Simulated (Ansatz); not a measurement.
The reference is SiC in the wurtzite structure (space group P6_3mc, No. 186).

```yaml
crystal:
  lattice:
    - [3.05640, 0.00000, 0.00000]
    - [-1.52820, 2.64692, 0.00000]
    - [0.00000, 0.00000, 5.01582]
  atoms:
    - { symbol: Si, position: [0.33333, 0.66667, 0.99959] }
    - { symbol: Si, position: [0.66667, 0.33333, 0.49959] }
    - { symbol: C, position: [0.33333, 0.66667, 0.37541] }
    - { symbol: C, position: [0.66667, 0.33333, 0.87541] }
```

Cartesian axes are those of the cell as printed.

Level of theory: LDA in Ansatz (plane waves to 420 eV, PAW, no spin-orbit coupling).

For the base:

The electron mass is 0.26 mₑ along c, 0.43 mₑ across (at K) and the band gap is 2.13 eV.

It is then changed as follows: the cell is stretched by 0.60 % along z with no lateral relaxation; the atoms relax in the strained cell.

Problem. What happens to the electron mass?

Solution. The electron mass changes from 0.26 mₑ along c, 0.43 mₑ across (at K) to 0.26 mₑ along z, 0.43 mₑ across (at K).

Problem. How does this affect the stress?

Solution. The stress (xx, yy, zz, yz, xz, xy; compression positive) is (-0.35, -0.35, -3.33, 0.00, 0.00, 0.00) GPa.

Problem. Estimate the effect on the energy relative to the base.

Solution. The energy rises by 0.6 meV/atom.

Problem. What does the calculation give for the band gap after the change?

Solution. The band gap drops by 0.03 eV, from 2.13 eV to 2.10 eV.

Effective masses come from finite differences of ±0.01 Å⁻¹. Whether these cells are dynamically stable was not tested.

Ansatz is a program for electronic structure.
